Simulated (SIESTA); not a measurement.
SIESTA run on MnTlCl₃ (P1, 5 atoms in the cell): relaxation of cell and atoms.

Method of the run: LDA PW92, numerical atomic orbitals DZP, PseudoDojo LDA standard norm-conserving potentials (rewritten from UPF to PSML) (SIESTA).

```
MnTlCl3
1.0
    5.06927     0.00000     0.00000
    0.00000     5.06927     0.00000
    0.00000     0.00000     5.06927
Mn Tl Cl
1 1 3
Cartesian
  2.53545   2.57491   2.57041
 -0.02979  -0.04225  -0.00304
  0.04217   2.59744   2.56506
  2.64055  -0.07571   2.53384
  2.41553   2.54952  -0.06236
```
Moments meant for the start (each program seeds them in its own way; μB, in the order of the atoms Mn Tl Cl Cl Cl): 4.0 0.0 0.0 0.0 0.0.

Reference input (self-consistent single point, DFT, LDA PW92, numerical atomic orbitals DZP, PseudoDojo LDA standard norm-conserving potentials (rewritten from UPF to PSML)): XC.functional = LDA; XC.authors = PW92; potentials = PseudoDojo LDA standard; PAO.BasisSize = DZP; PAO.EnergyShift = 0.005 Ry; MeshCutoff = 400 Ry; kgrid.MonkhorstPack = 3 3 3; OccupationFunction = FD; ElectronicTemperature = 20 meV; Spin = polarized; DM.InitSpin = [1 +4.00, 2 +0.00, 3 +0.00, 4 +0.00, 5 +0.00]; MaxSCFIterations = 150. This run's input differs from it in these lines:

```diff
@@ -53,2 +53,7 @@
 Diag.ParallelOverK           true
+MD.TypeOfRun                 CG
+MD.Steps                     40
+MD.MaxForceTol               0.02 eV/Ang
+MD.VariableCell              true
+MD.MaxStressTol              0.05 GPa
 WriteForces                  true
```

Log, with long lists cut:

```
        iscf     Eharris(eV)        E_KS(eV)     FreeEng(eV)     dDmax    Ef(eV) dHmax(eV)
   scf:    1    -5952.749554    -5950.339847    -5950.339847  0.872149 -2.695636 11.450762
     spin moment: {S} , |S| = {        0.0        0.0    5.00000 }     5.00000
   scf:    2    -5952.824489    -5951.657081    -5951.657081  0.079546 -3.381701  8.042064
     spin moment: {S} , |S| = {        0.0        0.0    5.00000 }     5.00000
   scf:    3    -5953.407046    -5952.954050    -5952.954050  0.176143 -4.674765  1.282457
     spin moment: {S} , |S| = {        0.0        0.0    5.00000 }     5.00000
   [... lines left out ...]
     spin moment: {S} , |S| = {        0.0        0.0    5.00000 }     5.00000
   scf:   10    -5952.988998    -5952.989004    -5952.989004  0.000294 -4.630419  0.014915
     spin moment: {S} , |S| = {        0.0        0.0    5.00000 }     5.00000
   scf:   11    -5952.989011    -5952.989009    -5952.989009  0.000332 -4.632267  0.001456
     spin moment: {S} , |S| = {        0.0        0.0    5.00000 }     5.00000
   scf:   12    -5952.989009    -5952.989009    -5952.989009  0.000042 -4.632386  0.000781
     spin moment: {S} , |S| = {        0.0        0.0    5.00000 }     5.00000
SCF Convergence by DM+H criterion
max |DM_out - DM_in|         :     0.0000422268
max |H_out - H_in|      (eV) :     0.0007807979
SCF cycle converged after 12 iterations

Using DM_out to compute the final energy and forces

siesta: E_KS(eV) =            -5952.9890

siesta: E_KS - E_eggbox =     -5952.9890

siesta: Atomic forces (eV/Ang):
     1    0.051221   -0.194693   -0.139925
     2    0.005954   -0.036557   -0.011194
     3   -0.177792   -0.111957   -0.098607
     4    0.006902    0.431573   -0.078279
     5    0.113617   -0.090408    0.324320
   Tot   -0.000097   -0.002043   -0.003685
   Max    0.431573
   Res    0.170131    sqrt( Sum f_i^2 / 3N )
   Max    0.431573    constrained

Stress tensor Voigt[x,y,z,yz,xz,xy] (kbar):       46.32       44.03       44.64        0.68       -0.75        0.25
   [... lines left out ...]
siesta: Pressure (static):        -44.99881656  kBar
siesta: Pressure (total):        -44.99881656  kBar
No target stress found, assuming hydrostatic MD.TargetPressure.
Target stress (kBar)
outcell: Cell volume (Ang**3)        :    114.8317
        iscf     Eharris(eV)        E_KS(eV)     FreeEng(eV)     dDmax    Ef(eV) dHmax(eV)
siesta: Pressure (static):         -0.05880972  kBar
siesta: Pressure (total):         -0.05880972  kBar
outcell: Cell volume (Ang**3)        :    114.8317
siesta: FreeEng =     -5953.301338
   [... lines left out ...]
              0.003   0.005   0.004   0.005   0.003

mulliken: Qtot =       22.000

Mulliken Atomic Populations:
Atom #   charge [q] valence [e]      Sz [e]  Species
     1     0.276181   14.723819    4.701750  Mn
     2    -0.162623   13.162623   -0.035994  Tl
     3    -0.037996    7.037996    0.111181  Cl
     4    -0.037686    7.037686    0.111607  Cl
     5    -0.037875    7.037875    0.111455  Cl
 Total    -0.000000                5.000000
```

The run converged. 

Summary of the result:
| Quantity | Result |
|---|---|
| Free energy E − TS | -5953.3013 eV |
| Top of the valence band (on the code's own zero) | -4.89 eV |
| Gap on the k-point mesh | 0.84 eV |
| Pressure | -0.01 GPa |
| Largest force (vector length) | 0.014 eV/Å |
| Size of the cell's spin moment | 5.00 μB |
| Site moments (μB, in the program's spheres or projections) | Mn 4.70, Tl -0.04, Cl 0.11, Cl 0.11, Cl 0.11 |
| Final cell | a = 4.863 Å, b = 4.859 Å, c = 4.860 Å, α = 89.98°, β = 90.00°, γ = 90.09° |
| Final volume per atom | 22.97 Å³ |
| Relaxation steps | 17 |

The starting cell comes from a database of computed structures (which also holds hypothetical and non-ambient phases and stackings), without a prior relaxation at this level. Its atoms were displaced at random from the sites of space group no. 221. Spin-orbit coupling is off. With one magnetic atom in the cell only a parallel order is possible. Values carry the incompleteness of an atom-centred basis.

Cost on one core of a shared machine: roughly 9 min.
